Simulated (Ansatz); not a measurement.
Take ZnCu in the CsCl type structure (space group Pm-3m, No. 221; a = 2.908 Å; relaxed with 0.1 eV smearing) as the base. Axes: x, y, z lie along the cube axes.

All numbers come from PBEsol (Ansatz, a quantum-chemistry and plane-wave program, PAW, no SOC).

Strains are applied to the cell and any free atomic positions relax.

One change was made to it. Results:

```json
[
 {"quantity": "energy relative to the base (free energy F)", "base": "0 meV/atom", "after": "+0.1 meV/atom"},
 {"quantity": "pressure (mean of the normal stresses, compression positive)", "base": "0.0 GPa", "after": "0.0 GPa"}
]
```

Q: Which of these changes matches the shifts?
A) tensor shear ε_xy = +1.43 %
B) tensor shear ε_xy = +1.71 %
C) tensor shear ε_xy = +0.29 %

A: C, tensor shear ε_xy = +0.29 %. For comparison, the energy relative to the base in the other runs: tensor shear ε_xy = +1.43 % gives +3.1 meV/atom; tensor shear ε_xy = +1.71 % gives +4.5 meV/atom.

Stability against distortions was not tested. The final runs are not spin-polarised.
